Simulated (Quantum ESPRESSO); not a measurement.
Short convergence ladders for MnO2 (Cmm2, 6 atoms in the cell)

```xyz
6
Lattice="4.3780 0.0000 0.0000 0.0000 4.3780 0.0000 0.0000 0.0000 2.8556" Properties=species:S:1:pos:R:3 pbc="T T T"
Mn     0.0000     0.0000     0.0500
Mn     2.1890     2.1890     1.4278
O      1.3353     1.3353     0.0000
O      3.5243     0.8537     1.4278
O      0.8537     3.5243     1.4278
O      3.0427     3.0427     0.0000
```
Moments meant for the start (each program seeds them in its own way; μB, in the order of the atoms Mn Mn O O O O): 3.0 -3.0 0.0 0.0 0.0 0.0.

Base method: LDA (PZ), GBRV 1.5 ultrasoft (LDA) pseudopotentials (plane waves; Quantum ESPRESSO).

Base settings: ecutwfc = 50 Ry; ecutrho = 400 Ry; occupations = smearing; smearing = fd; degauss = 0.000734986 Ry; nspin = 2; potentials = {Mn1: mn_lda_v1.5.uspp.F.UPF, Mn2: mn_lda_v1.5.uspp.F.UPF, O: o_lda_v1.2.uspp.F.UPF}; K_POINTS = automatic 2 2 3 0 0 0; conv_thr = 1e-10 Ry; mixing_beta = 0.2.

The count of work is k-points × plane waves × bands × iterations; it is no time. 

**The plane-wave cutoff**

Moved along: ecutrho.

The second cell is the first with its lattice scaled by 0.98.

The mesh stays at the base's, so the ladder's end is converged at best in this setting alone.

Only quantities that move along the ladder and can be compared are tabulated.

The magnetic state is not the same in all runs (site moments differ, or a search went on to a lower state), so steps between rows are not convergence errors alone.

| ecutwfc | free energy less the last step's (meV/atom) | energy of the compressed cell less the first (meV/atom) | pressure (GPa) | largest difference of a force vector from the last step's (eV/Å) | count of work / last |
|---|---|---|---|---|---|
| 17.5 Ry | 15391.06 | -39.79 | -997.83 | 1.351 | 0.074 |
| 28 Ry | 496.59 | -36.53 | -71.55 | 0.111 | 0.11 |
| 45 Ry | 16.17 | -11.94 | -10.96 | 0.001 | 0.23 |
| 50 Ry | 12.47 | -12.16 | -11.09 | 0.000 | 0.29 |
| 120 Ry | 0.00 | -12.12 | -10.73 | 0.000 | 1.0 |

Coarsest ecutwfc that holds the forces within 0.02 eV/Å of the last step, with all finer ones: 45 Ry, at 0.23 of the last step's count of work; the step before is off by 0.11 eV/Å.

Coarsest ecutwfc that holds the free energy within 5 meV/atom: not settled: the last two steps still differ by 12 meV/atom, over half the tolerance, so the ladder does not show it.

Coarsest ecutwfc that holds the energy of the compressed cell less the first within 1 meV/atom of the last step, with all finer ones: 45 Ry, at 0.23 of the last step's count of work; the step before is off by 24 meV/atom.

At the lowest cutoff the pressure lies 987 GPa under the last step's, the usual sign of Pulay stress in an incomplete plane-wave basis.

**The cutoff for other potential files**

Level: DFT, LDA (PW92), plane waves, PseudoDojo standard norm-conserving (LDA) pseudopotentials.

In this ladder: ecutrho = default; pseudopotentials = {Mn1: Mn.upf, Mn2: Mn.upf, O: O.upf}.

The second cell is the first with its lattice scaled by 0.98.

The mesh stays at the base's, so the ladder's end is converged at best in this setting alone.

Only quantities that move along the ladder and can be compared are tabulated.

| ecutwfc | free energy less the last step's (meV/atom) | energy of the compressed cell less the first (meV/atom) | pressure (GPa) | largest difference of a force vector from the last step's (eV/Å) | count of work / last |
|---|---|---|---|---|---|
| 45 Ry | 5372.33 | -69.85 | -349.01 | 0.754 | 0.15 |
| 55 Ry | 1491.51 | -28.40 | -148.81 | 0.108 | 0.14 |
| 70 Ry | 133.08 | -19.99 | -33.58 | 0.049 | 0.21 |
| 100 Ry | 0.40 | -16.47 | -12.24 | 0.000 | 0.37 |
| 150 Ry | 0.12 | -16.48 | -12.23 | 0.000 | 0.65 |
| 200 Ry | 0.00 | -16.48 | -12.24 | 0.000 | 1.0 |

Coarsest ecutwfc that holds the forces within 0.005 eV/Å of the last step, with all finer ones: 100 Ry, at 0.37 of the last step's count of work; the step before is off by 0.049 eV/Å.

Coarsest ecutwfc that holds the free energy within 2 meV/atom of the last step, with all finer ones: 100 Ry, at 0.37 of the last step's count of work; the step before is off by 130 meV/atom.

Coarsest ecutwfc that holds the pressure within 1 GPa of the last step, with all finer ones: 100 Ry, at 0.37 of the last step's count of work; the step before is off by 21 GPa.

At the lowest cutoff the pressure lies 337 GPa under the last step's, the usual sign of Pulay stress in an incomplete plane-wave basis.

**The relaxed cell against the cutoff**

On MnO₂ (P4_2/mnm, 6 atoms in the cell): atoms on their sites.

In this ladder: calculation = vc-relax; tprnfor = default; tstress = default. Moved along: ecutrho.

The mesh stays at the base's, so the ladder's end is converged at best in this setting alone.

Only quantities that move along the ladder and can be compared are tabulated.

The magnetic state is not the same in all runs (site moments differ, or a search went on to a lower state), so steps between rows are not convergence errors alone.

| ecutwfc | relaxed volume (Å³/atom) | relaxation steps |
|---|---|---|
| 25 Ry | 7.462 | 5 |
| 35 Ry | 8.643 | 5 |
| 50 Ry | 8.679 | 5 |
| 100 Ry | 8.688 | 5 |

Coarsest ecutwfc that holds the relaxed volume within 0.017 Å³/atom: not settled: the last two steps still differ by 0.009 Å³/atom, over half the tolerance, so the ladder does not show it.

At the lowest cutoff the cell relaxes to a volume 14 % smaller than at the highest.

On the base run: the starting cell has typed, rounded lattice constants, without a prior relaxation at this level. Its lattice was rescaled by up to half a per cent. One atom was moved a little off its site on purpose. The magnetic order is the one reached from the typed start; others were not searched systematically. The mesh is very coarse (it stands for a supercell whose shortest vector is 9 Å): a converged loop gives no converged values here.
